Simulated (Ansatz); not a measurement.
Band structure of MgAlB₄ (P6/mmm, 6 atoms in the cell).

```
CELL_PARAMETERS angstrom
      3.02732     0.00000     0.00000
     -1.51366     2.62174     0.00000
      0.00000     0.00000     6.72194
ATOMIC_POSITIONS crystal
  Mg 0.00000 0.00000 0.50000
  Al 0.00000 0.00000 0.00000
  B  0.66667 0.33333 0.23369
  B  0.33333 0.66667 0.76631
  B  0.33333 0.66667 0.23369
  B  0.66667 0.33333 0.76631
```

Level of theory: LDA (PW92), PAW files made with PBE (plane waves; Ansatz, a program for electronic structure).

Settings: kpoints.mp_grid.grid = 16 16 7; hamiltonian.xc = lda; hamiltonian.pseudopotentials = {kind: paw} (the program's default PAW files); scf.occupations.method = fermi_dirac; scf.occupations.width = 0.0073 Ry; kpoints.band_path.npoints = 8.

The starting cell comes from a database of computed structures (which also holds hypothetical and non-ambient phases and stackings), without a prior relaxation at this level.

Levels in eV from the Fermi level, bands 9 to 16:
| point | 9 | 10 | 11 | 12 | 13 | 14 | 15 | 16 |
|---|---|---|---|---|---|---|---|---|
| Γ | -0.55 | -0.55 | 0.06 | 0.06 | 0.87 | 4.63 | 4.63 | 5.67 |
| M | -4.96 | -3.42 | -2.94 | -2.81 | -0.36 | 2.34 | 2.48 | 4.72 |
| K | -7.10 | -6.61 | -3.36 | -3.36 | 1.01 | 1.29 | 1.29 | 5.54 |
| A | -0.42 | -0.42 | -0.09 | -0.09 | 4.68 | 4.68 | 4.72 | 5.57 |
| L | -3.41 | -3.34 | -2.91 | -2.53 | -1.46 | -0.44 | 2.90 | 4.49 |
| H | -7.51 | -6.88 | -1.88 | -1.88 | -0.96 | -0.96 | 2.07 | 4.15 |

Bands cross the Fermi level along this path, so the cell is metallic at this level.

Keys are those of Ansatz 0.2.
